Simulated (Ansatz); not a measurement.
Abridged Ansatz (an electronic-structure program) output:

```
Relaxation: its limit of steps is 50 (relax.max_steps)
Pseudopotential: Ti, paw, valence charge 12
Pseudopotential: O, paw, valence charge 6
Crystal: 6 atoms, lattice volume = 63.329 Å³
Basis set: ecut = 420 eV, 1217 PW (Γ), exchange–correlation on 64×64×40 points (8 copies of the dense FFT grid, shifted against one another)
Bands: 30, of which v1, the nominal top of the filled ones, is band 24 counted from 1 (23 counted from 0)
Symmetry: 16 space group operations
k-points: 60 of 539
Functional: x = pbe(κ = 0.804, μ = 0.2195149727645171), c = pbe(β = 0.06672455060314922)
SCF iter   1: F=—  HF=-7277.298881 eV  |F-HF|=—  |Δ(HF+E_count)|=         —  Δρ=2.14e-3  dr2=1.75e-3  ethr=1.77e-3  ⟨swp⟩=5.0  Hψ=7194  notcnv=0
SCF iter   2: F=—  HF=-7277.299624 eV  |F-HF|=—  |Δ(HF+E_count)|=   7.43e-4  Δρ=1.30e-3  dr2=5.65e-4  ethr=3.66e-6  ⟨swp⟩=2.7  Hψ=3544  notcnv=0
SCF 1 converged in 6 iterations: F = -7277.300048 eV  dr2 = 6.89e-8
relax step   1: F+E_penalty+E_count = -7277.30004760 eV  Δ(F+E_penalty+E_count) = +0.000e0 eV  max|allowed force component| = 3.181e-2 eV/Å  Δτ_max = 0.0000 Å  P = +1.715 GPa  Ω = 63.329 Å³  fix = [a, b, gamma]  reactions: a +2.300, b +2.300 GPa  (6 SCF iters, dr2 threshold 1.00e-7 eV, accepted)
[... steps on the carried basis left out ...]
relax step   5: F+E_penalty+E_count = -7277.30007831 eV  Δ(F+E_penalty+E_count) = -1.027e-5 eV  max|allowed force component| = 2.303e-6 eV/Å  Δτ_max = 0.0000 Å  P = +1.364 GPa  Ω = 63.385 Å³  energy of the carried Pulay correction = -2.527e-4 eV  fix = [a, b, gamma]  reactions: a +2.046, b +2.046 GPa  (4 SCF iters, dr2 threshold 6.69e-10 eV, accepted)
Crystal: 6 atoms, lattice volume = 63.385 Å³
SCF iter   1: F=—  HF=-7277.300282 eV  |F-HF|=—  |Δ(HF+E_count)|=         —  Δρ=7.56e-6  dr2=5.05e-9  ethr=1.02e-8  ⟨swp⟩=3.1  Hψ=12126  notcnv=0
SCF iter   2: F=—  HF=-7277.300318 eV  |F-HF|=—  |Δ(HF+E_count)|=   3.59e-5  Δρ=4.64e-6  dr2=2.65e-9  ethr=1.05e-11  ⟨swp⟩=3.3  Hψ=3894  notcnv=0
SCF 6 converged in 5 iterations: F = -7277.300318 eV  dr2 = 1.86e-12
SCF converged after 5 iterations
Free energy (F): -7277.300318 eV
Internal energy: -7277.300318 eV  (E = F + TS)
E sigma→0 (E₀):  -7277.300318 eV
Fermi energy:    9.818678 eV
--- Forces (eV/Å), atoms counted from 1 ---
  atom   1  Ti     0.00000000    -0.00000000     0.00000000
  atom   2  Ti     0.00000000     0.00000000     0.00000000
  atom   3  O     -0.00000710    -0.00000710     0.00000000
  atom   4  O     -0.00000710     0.00000710     0.00000000
  atom   5  O      0.00000710    -0.00000710     0.00000000
  atom   6  O      0.00000710     0.00000710     0.00000000
--- Stress (GPa, compression-positive) ---
        2.057260       0.000000       0.000000
        0.000000       2.057260       0.000000
        0.000000       0.000000       0.000693
  P = ⅓ Tr σ = 1.3717 GPa (13.717 kbar)
--- Relaxed structure (5 steps of the walk, 5 accepted, 1 SCFs on fresh bases) ---
  cell:  # Å, volume = 63.3847 Å³
    - [4.6155794197, 0.0, 0.0]
    - [0.0, 4.6155794197, 0.0]
    - [0.0, 0.0, 2.9753080682532693]
  atoms:
    - { symbol: Ti, position: [-7.830018537202956e-21, -5.750169863258412e-21, 0.0] }
    - { symbol: Ti, position: [0.5, 0.5, 0.49999999999999994] }
    - { symbol: O, position: [0.30480408481555343, 0.30480408481555343, 0.0] }
    - { symbol: O, position: [0.8048040848155534, 0.1951959151844466, 0.49999999999999994] }
    - { symbol: O, position: [0.1951959151844466, 0.8048040848155534, 0.49999999999999994] }
    - { symbol: O, position: [0.6951959151844467, 0.6951959151844467, 0.0] }
```

**Question.** What was computed, and what are the main results?

**Answer.** TiO2, 6 atoms in the cell, with Ansatz, PBE, PAW, cutoff 420 eV, without spin-orbit coupling. The last SCF converged to F = -7277.300318 eV, or -1212.8834 eV per atom, at a pressure of 1.37 GPa. The total energy compares only with runs of the same code, potentials and settings.

The cells carry an imposed strain or load. Whether these cells are dynamically stable was not tested. All final runs are without spin polarisation. The cell was made from TiO2 in the rutile structure (space group P4_2/mnm, No. 136) by this change: biaxial strain −0.60 %, plane normal [001], relaxed out of plane.

Keys are those of Ansatz 0.2.
